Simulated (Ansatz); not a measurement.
**SrScO2F (model structure, started from the SrVO2H type, P4/mmm, No. 123, 5 atoms in the cell)**

All values below come from r²SCAN (Ansatz, an electronic-structure program, plane waves, PAW).

Run with plane-wave cutoff 560 eV, 8×8×8 k mesh, Fermi–Dirac smearing 0.01 eV, scalar-relativistic PAW data made under PBE.

Cell (relaxed with PBEsol):

```
ScSrFO2
1.0
    4.09227     0.00000     0.00000
    0.00000     4.09227     0.00000
    0.00000     0.00000     4.02582
Sr Sc O F
1 1 2 1
Direct
  0.50000   0.50000   0.50000
  0.00000   0.00000   0.00000
  0.50000   0.00000   0.00000
  0.00000   0.50000   0.00000
  0.00000   0.00000   0.50000
```

* **band gap**: 3.87 eV
* **smallest direct gap on the k points sampled**: 4.29 eV

Note: the relaxation could raise the start's symmetry but not lower it, so the cell can be a saddle point; cell and atoms aren't relaxed at this level (pressure 1.8 GPa).

Spin–orbit coupling is not included.

The computed numbers hold no vibrational or temperature effects.

Computing time: very roughly 22 core-seconds.

A model structure was made by putting elements into a prototype or built by hand; it is no filed structure, need not be a known phase, and can be a saddle point held by its symmetry.
